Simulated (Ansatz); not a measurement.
Take PbS in the rock salt structure (space group Fm-3m, No. 225; a = 5.8450 Å) as the base.

All numbers come from Ansatz (a quantum-chemistry and plane-wave program), LDA, PAW, cutoff 420 eV, scalar-relativistic without spin-orbit coupling.

One change was made to it. Results:

```json
[
 {"quantity": "density", "base": "7.96 g/cm³", "after": "9.37 g/cm³"},
 {"quantity": "shortest interatomic distance", "base": "2.923 Å", "after": "2.767 Å"}
]
```

**Question.** Which change produced these results?
A. pressure −2 GPa
B. pressure 0.9 GPa
C. pressure 15 GPa

**Answer.** C, pressure 15 GPa. For comparison, the density in the other runs: pressure 0.9 GPa gives 8.07 g/cm³; pressure −2 GPa gives 7.70 g/cm³.

Load acts through the strain it causes; cell and atoms are relaxed under it. No phonon test of stability was made. Competing high-pressure phases were not computed. All final runs are without spin polarisation.
